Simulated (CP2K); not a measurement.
Several settings converged on TiAl (P4/mmm, 2 atoms in the cell)

```
TiAl
1.0
    2.84415     0.00000     0.00000
    0.00000     2.84415     0.00000
    0.00000     0.00000     4.09035
Ti Al
1 1
Direct
  0.00000   0.00000   0.00000
  0.50000   0.50000   0.50000
```

Base method: PBE, GPW, DZVP-MOLOPT-SR-GTH basis, GTH-PBE potentials (GTH_POTENTIALS) run with CP2K.

Base settings: CUTOFF = 600 Ry; REL_CUTOFF = 60 Ry; SMEAR/METHOD = GAUSSIAN; SIGMA = 0.1 eV; KPOINTS/SCHEME = MONKHORST-PACK 5 5 4; GAMMA_CENTERED = T; XC_FUNCTIONAL = PBE; Ti/BASIS_SET = DZVP-MOLOPT-SR-GTH; Ti/POTENTIAL = GTH-PBE-q12; Al/BASIS_SET = DZVP-MOLOPT-SR-GTH.

Core times come from one kind of shared machine, to one figure; runs under 30 s give none.

**Zone-centre phonons against the cutoff**

In this ladder: EPS_SCF = 1e-08; EXTRAPOLATION = USE_GUESS; DX = 0.01 bohr.

The mesh stays at the base's, so the ladder's end is converged at best in this setting alone.

Frequencies are those of the unrelaxed cell, without the LO-TO term of polar crystals.

Only quantities that move along the ladder and can be compared are tabulated.

| CUTOFF | highest zone-centre frequency (cm⁻¹) | core time / last (rough) |
|---|---|---|
| 300 Ry | 279.6 | 0.7 |
| 420 Ry | 294.5 | 0.7 |
| 600 Ry | 287.1 | 0.6 |
| 900 Ry | 288.5 | 1 |

Coarsest CUTOFF that holds the highest zone-centre frequency within 5 cm⁻¹ of the last step, with all finer ones: 600 Ry; the step before is off by 6.0 cm⁻¹.

**The size of a vacancy's supercell**

On TiAl (P4/mmm, 4 atoms in the cell), and larger cells.

Steps: 2 x 1 x 1 supercell, one Al atom taken out, nothing relaxed; 2 x 2 x 2 supercell, one Al atom taken out, nothing relaxed; and so on, with the mesh thinned in proportion.

Only quantities that move along the ladder and can be compared are tabulated.

```tsv
atoms	energy of the cell with the vacancy less the whole one (holds the removed atom on the program's zero: only its change counts) (eV)	core time / last (rough)
4	59.143	0.2
16	59.199	0.5
24	59.229	1
```

Smallest size that holds the energy of the cell with the vacancy less the whole one (holds the removed atom on the program's zero: only its change counts) within 0.05 eV: not settled: the last two steps still differ by 0.031 eV, over half the tolerance, so the ladder does not show it.

On the base run: the starting cell has typed, rounded lattice constants, without a prior relaxation at this level. Its lattice was rescaled by up to half a per cent. Spin polarisation is off. Values carry the incompleteness of an atom-centred basis. Without a gap this mesh is coarse (it stands for a supercell whose shortest vector is 14 Å).
